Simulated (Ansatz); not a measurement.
The starting structures come from a database of crystals and need not be the phases stable at ambient conditions.

Here is the system:

```yaml
crystal:
  lattice:
    - [5.78623, 0.00000, 0.00000]
    - [0.00000, 5.97112, 0.00000]
    - [0.00000, 0.00000, 8.32191]
  atoms:
    - { symbol: La, position: [0.98601, 0.04876, 0.75000] }
    - { symbol: La, position: [0.01399, 0.95124, 0.25000] }
    - { symbol: La, position: [0.48601, 0.45124, 0.25000] }
    - { symbol: La, position: [0.51399, 0.54876, 0.75000] }
    - { symbol: Lu, position: [0.50000, 0.00000, 0.50000] }
    - { symbol: Lu, position: [0.00000, 0.50000, 0.50000] }
    - { symbol: Lu, position: [0.00000, 0.50000, 0.00000] }
    - { symbol: Lu, position: [0.50000, 0.00000, 0.00000] }
    - { symbol: O, position: [0.30448, 0.69708, 0.06177] }
    - { symbol: O, position: [0.69552, 0.30292, 0.93823] }
    - { symbol: O, position: [0.80448, 0.80292, 0.93823] }
    - { symbol: O, position: [0.19552, 0.19708, 0.06177] }
    - { symbol: O, position: [0.19552, 0.19708, 0.43823] }
    - { symbol: O, position: [0.80448, 0.80292, 0.56177] }
    - { symbol: O, position: [0.69552, 0.30292, 0.56177] }
    - { symbol: O, position: [0.30448, 0.69708, 0.43823] }
    - { symbol: O, position: [0.88327, 0.54816, 0.25000] }
    - { symbol: O, position: [0.11673, 0.45184, 0.75000] }
    - { symbol: O, position: [0.38327, 0.95184, 0.75000] }
    - { symbol: O, position: [0.61673, 0.04816, 0.25000] }
```

Space group of this cell: Pnma. The cell is taken as given.

Transport runs along the normal of the first two printed cell vectors.

The gap is the functional's own, uncorrected, and κ follows it; spin-orbit coupling is left out. Mid-gap values are interpolated between the computed energies.

**Question.** Estimate the band gap and the smallest decay constant κ at mid-gap that PBEsol (Ansatz, a program for electronic structure) returns for this system.

**Answer.** Gap 3.99 eV on a 6×6×4 mesh; κ = 0.330 1/Å, at the zone centre.
